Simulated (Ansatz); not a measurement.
Partial pair distribution functions of a relaxed model of amorphous In9Ga9Zn9O38Si, broadened by 0.06 Å; density 5.71 g/cm³. Calculation: PBE, scalar-relativistic without spin-orbit coupling (plane waves to 420 eV, PAW; Ansatz, an electronic-structure program).

It comes from a melt-quench run on a machine-learned potential (CHGNet), relaxed afterwards by DFT. O atoms were pushed apart under 1.9 Å during the dynamics, to hinder bonds among them. The hot cell started wider than the set density and was brought back towards it in steps. It is the lowest in DFT energy of 2 quenches. It is a model cell: composition and starting density were chosen by hand, and all elements were melted together. No dispersion term was used. Its density started from a set value of 5.71 and ended at 5.71 g/cm³. The quench (nominally 210 K/ps over its main leg) was far faster than any real one, so the model tends to hold more defects than a real film. Values belong to this one cell and scatter from quench to quench. The volume was held where the preparation left it, at a PBE pressure of -0.8 GPa (tension). Stress components on the final sampling reach 2.2 GPa.

```tsv
r (Å)	g In-O	g Ga-O	g In-In	g Ga-Ga
1.65	0.00	0.01	0.00	0.00
1.75	0.00	0.81	0.00	0.00
1.85	0.01	6.98	0.00	0.00
1.95	0.46	8.90	0.00	0.00
2.05	2.78	3.56	0.00	0.00
2.15	6.98	1.35	0.00	0.00
2.25	5.91	0.10	0.00	0.00
2.35	2.29	0.00	0.00	0.00
2.45	0.77	0.00	0.00	0.00
2.55	0.44	0.00	0.00	0.00
2.65	0.51	0.00	0.00	0.00
2.75	0.26	0.00	0.00	0.24
2.85	0.02	0.00	0.00	2.41
2.95	0.03	0.00	0.00	2.55
3.05	0.27	0.13	0.00	2.25
3.15	0.44	0.46	0.47	5.00
3.25	0.28	0.55	2.96	3.60
3.35	0.38	0.77	1.19	1.56
3.45	0.38	1.18	0.64	2.27
3.55	0.22	1.55	2.39	1.28
3.65	0.54	1.17	3.86	0.11
3.75	1.01	1.14	2.85	0.00
3.85	1.35	1.28	1.72	0.00
3.95	1.11	0.99	2.34	0.00
4.05	1.50	0.94	1.26	0.00
4.15	1.68	0.80	1.62	0.00
4.25	1.25	0.80	1.45	0.07
4.35	1.28	1.29	0.75	0.53
4.45	1.34	1.49	0.64	0.25
4.55	1.32	1.36	0.18	0.01
4.65	1.06	1.21	0.00	0.00
```

Within 2.84 Å each In has 5.78 O neighbours on average.
